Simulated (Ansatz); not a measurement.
AgF (model structure, Pm-3m, No. 221, 2 atoms in the cell) was calculated with r²SCAN in Ansatz (PAW).

The input as run:

Ansatz 0.2 input:
```yaml
crystal:
  lattice:
    - [2.9756559824, 0.0, 0.0]
    - [0.0, 2.9756559824, 0.0]
    - [0.0, 0.0, 2.9756559824]
  atoms:
    - { symbol: Ag, position: [0.0, 0.0, 0.0] }
    - { symbol: F, position: [0.5, 0.5, 0.5] }
basis:
  ecutwfc: 560
  ecutrho_ratio: 4
  xc_grid: 3
kpoints:
  mp_grid: { grid: [18, 18, 18] }
  band_path:
    path:
      - [0.0, 0.0, 0.0]
      - [0.0, 0.05, 0.0]
      - [0.0, 0.1, 0.0]
      - [0.0, 0.15, 0.0]
      - [0.0, 0.2, 0.0]
      - [0.0, 0.25, 0.0]
      - [0.0, 0.3, 0.0]
      - [0.0, 0.35, 0.0]
      - [0.0, 0.4, 0.0]
      - [0.0, 0.45, 0.0]
      - [0.0, 0.5, 0.0]
      - [0.05, 0.5, 0.0]
      - [0.1, 0.5, 0.0]
      - [0.15, 0.5, 0.0]
      - [0.2, 0.5, 0.0]
      - [0.25, 0.5, 0.0]
      - [0.3, 0.5, 0.0]
      - [0.35, 0.5, 0.0]
      - [0.4, 0.5, 0.0]
      - [0.45, 0.5, 0.0]
      - [0.5, 0.5, 0.0]
      - [0.466667, 0.466667, 0.0]
      - [0.433333, 0.433333, 0.0]
      - [0.4, 0.4, 0.0]
      - [0.366667, 0.366667, 0.0]
      - [0.333333, 0.333333, 0.0]
      - [0.3, 0.3, 0.0]
      - [0.266667, 0.266667, 0.0]
      - [0.233333, 0.233333, 0.0]
      - [0.2, 0.2, 0.0]
      - [0.166667, 0.166667, 0.0]
      - [0.133333, 0.133333, 0.0]
      - [0.1, 0.1, 0.0]
      - [0.066667, 0.066667, 0.0]
      - [0.033333, 0.033333, 0.0]
      - [0.026316, 0.026316, 0.026316]
      - [0.052632, 0.052632, 0.052632]
      - [0.078947, 0.078947, 0.078947]
      - [0.105263, 0.105263, 0.105263]
      - [0.131579, 0.131579, 0.131579]
      - [0.157895, 0.157895, 0.157895]
      - [0.184211, 0.184211, 0.184211]
      - [0.210526, 0.210526, 0.210526]
      - [0.236842, 0.236842, 0.236842]
      - [0.263158, 0.263158, 0.263158]
      - [0.289474, 0.289474, 0.289474]
      - [0.315789, 0.315789, 0.315789]
      - [0.342105, 0.342105, 0.342105]
      - [0.368421, 0.368421, 0.368421]
      - [0.394737, 0.394737, 0.394737]
      - [0.421053, 0.421053, 0.421053]
      - [0.447368, 0.447368, 0.447368]
      - [0.473684, 0.473684, 0.473684]
      - [0.5, 0.5, 0.5]
      - [0.466667, 0.5, 0.466667]
      - [0.433333, 0.5, 0.433333]
      - [0.4, 0.5, 0.4]
      - [0.366667, 0.5, 0.366667]
      - [0.333333, 0.5, 0.333333]
      - [0.3, 0.5, 0.3]
      - [0.266667, 0.5, 0.266667]
      - [0.233333, 0.5, 0.233333]
      - [0.2, 0.5, 0.2]
      - [0.166667, 0.5, 0.166667]
      - [0.133333, 0.5, 0.133333]
      - [0.1, 0.5, 0.1]
      - [0.066667, 0.5, 0.066667]
      - [0.033333, 0.5, 0.033333]
      - [0.5, 0.5, 0.45]
      - [0.5, 0.5, 0.4]
      - [0.5, 0.5, 0.35]
      - [0.5, 0.5, 0.3]
      - [0.5, 0.5, 0.25]
      - [0.5, 0.5, 0.2]
      - [0.5, 0.5, 0.15]
      - [0.5, 0.5, 0.1]
      - [0.5, 0.5, 0.05]
    npoints: 1
hamiltonian:
  xc: r2scan
  dispersion: none
  pseudopotentials: { kind: paw }
scf:
  occupations: { method: fermi_dirac, width: 0.05 }
  convergence: { dr2_threshold: 0.0000000002 }
output:
  forces: true
  stress: true
  eigenvalues: true
  write_bands: true
```

Excerpt of the program's output:

```
Crystal: 2 atoms, lattice volume = 26.348 Å³
Basis set: ecut = 560 eV, 751 PW (Γ), exchange–correlation on 72×72×72 points (27 copies of the dense FFT grid, shifted against one another)
Bands: 17, of which v1, the nominal top of the filled ones, is band 13 counted from 1 (12 counted from 0)
Symmetry: 48 space group operations
Space group: Pm-3m (ITA 221), of the structure as read, at distance tolerance 3.0e-5 Å
k-points: 220 of 5832
Functional: x = r2scan, c = r2scan; τ floored in thin density (d = 2e-4 eV/Å³)
SCF iter   1: F=—  HF=-8413.094728 eV  |F-HF|=—  |Δ(HF+E_count)|=         —  Δρ=1.45e-2  dr2=4.69e-2  dr2_τ=2.77e-2
SCF iter   2: F=—  HF=-8413.094760 eV  |F-HF|=—  |Δ(HF+E_count)|=   3.21e-5  Δρ=8.15e-3  dr2=5.24e-3  dr2_τ=1.88e-3
  ...
SCF iter   7: F=—  HF=-8413.093900 eV  |F-HF|=—  |Δ(HF+E_count)|=   1.40e-5  Δρ=4.22e-6  dr2=1.76e-9  dr2_τ=7.39e-10
SCF iter   8: F=-8413.093900 eV  HF=-8413.093900 eV  |F-HF|=1.09e-11  |Δ(HF+E_count)|=   1.37e-9  Δρ=3.68e-7  dr2=2.06e-11  dr2_τ=3.92e-12
SCF 1 converged in 8 iterations: F = -8413.093900 eV  dr2 = 2.06e-11
SCF converged after 8 iterations
Free energy (F): -8413.093900 eV
Internal energy: -8413.093369 eV  (E = F + TS)
E sigma→0 (E₀):  -8413.093634 eV
Fermi energy:    10.515681 eV
--- Forces (eV/Å), atoms counted from 1 ---
  atom   1  Ag    -0.00000000     0.00000000     0.00000000
  atom   2  F      0.00000000     0.00000000    -0.00000000
--- Stress (GPa, compression-positive) ---
       -0.001964      -0.000000       0.000000
       -0.000000      -0.001964       0.000000
       -0.000000       0.000000      -0.001964
  P = ⅓ Tr σ = -0.0020 GPa (-0.020 kbar)
```

The PAW data were made under PBE.

Note: the relaxation could raise the start's symmetry but not lower it, so the cell can be a saddle point.

A model structure was made by putting elements into a prototype or built by hand; it is no filed structure, need not be a known phase, and can be a saddle point held by its symmetry.

Ansatz is a first-principles code.
